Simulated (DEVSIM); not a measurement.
Device: Schottky contact on p-type Si, at 350 K.

Layer 1 from the left is Si, thickness (μm) 8.90, Na (cm⁻³) 2.7e16, τn (s) 2.1e-7, τp (s) 2.1e-7.

Left contact: Schottky, work function 4.494 eV, emission velocity 5.3e6 cm/s. Right contact: ohmic. Voltage is applied to the left contact. Recombination: SRH at mid-gap. Mobility is μmin + (μ − μmin)/(1 + (N/Nref)^α).

Constants are typed, rounded textbook-type inputs, not results; the design itself was drawn at random and stands for no fabricated device. Values at 300 K; Nc and Nv go as T^1.5, mobilities as T to minus their exponent, the gap by Varshni's rule with the affinity fixed.

Si: gap (eV) 1.124, affinity (eV) 4.05, permittivity 11.7, Nc (cm⁻³) 2.86e19, Nv (cm⁻³) 3.1e19, μn (cm²/Vs) 1417, μp (cm²/Vs) 470, μn,min 52, μp,min 45, Nref,n 9.7e16, Nref,p 2.2e17, αn 0.68, αp 0.72, T exponent of μn 2.3, T exponent of μp 2.2, Varshni α (eV/K) 0.000473, Varshni β (K) 636.

Q: Estimate by hand the built-in potential, the peak field at zero bias, the capacitance at 1.5 V, and compare with a numerical solution.

A: 
- Built-in potential: barrier φB = 0.667 eV; Vbi = φB − kT/q ln(N_band/N) = 0.447 V; numerical 0.447 V.
- Peak field at zero bias: depletion approximation: W = √(2εVbi/(qN)) = 0.146 μm with N = 2.70e16 cm⁻³; field = 2Vbi/W = 61100 V/cm; numerical 58800 V/cm (estimate above by 3.9 %).
- Capacitance at 1.5 V: C = √(qεN / 2(Vbi + |V|)) = 33.9 nF/cm²; numerical 34.2 nF/cm² (estimate below by 0.80 %).

DEVSIM, 1D drift-diffusion, Boltzmann statistics, complete ionisation; no tunnelling, impact ionisation, image-force lowering or self-heating. Metal contacts follow the ideal Schottky-Mott rule: no Fermi-level pinning, no interface dipoles.
